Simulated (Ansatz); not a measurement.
Response to strain in WS2

Take WS2 (space group P6_3/mmc, No. 194; a = 3.154 Å, c = 12.141 Å; layered, stacked along the Cartesian z axis) as the base. Axes: x lies along a and z along c of the hexagonal cell.

Strains are applied to the cell and any free atomic positions relax.

All numbers come from PBE-D3(BJ) in Ansatz (plane waves to 420 eV, PAW, scalar-relativistic without spin-orbit coupling).

Notes on the quantities. energy relative to the base: free energy F.

| uniaxial strain ε_zz (%) | energy relative to the base (meV/atom) |
|---|---|
| -3 | 3.8 |
| -2.4 | 2.4 |
| -1.8 | ? |
| -1.2 | 0.5 |
| -0.6 | 0.1 |
| 0 | 0.0 |

Problem. Fit ΔE = Aε² + Bε³ (ε in %) to the rows shown and predict the withheld row.

Solution. Least squares on the printed values gives A = 0.349 and B = -0.025 meV/atom (largest residual 0.0 meV/atom); this predicts 1.3 meV/atom, and the run gives 1.3 meV/atom, in agreement.

Whether these cells are dynamically stable was not tested.

Ansatz is an electronic-structure program.
